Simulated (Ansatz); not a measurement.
Base system: Au in the fcc (Cu type) structure (space group Fm-3m, No. 225; a = 4.083 Å; relaxed with 0.1 eV smearing). Axes: x, y, z lie along the cube axes.

Level of theory: PBEsol (Ansatz, a first-principles code; PAW; 420 eV plane waves; scalar-relativistic without spin-orbit coupling).

It is then changed as follows: the cell is stretched by 3.00 % along z with no lateral relaxation; the atoms relax in the strained cell.

Predict the stress tensor and what it implies for the stiffness.

Stress of the strained cell less that of the base (GPa, compression positive):
```
   -4.4     0.0     0.0
    0.0    -4.4     0.0
    0.0     0.0    -5.3
```

Then −Δσ_ii/ε with ε = 0.0300 gives secant stiffness values (nonlinear terms included at this strain): C33 ≈ 177 GPa, C13 ≈ 147 GPa and C23 ≈ 147 GPa.

As a check, the harmonic strain energy −½ V₀ Δσ:ε is 8.4 meV/atom; the computed energy rise is 8.7 meV/atom.

Stability against distortions was not tested.
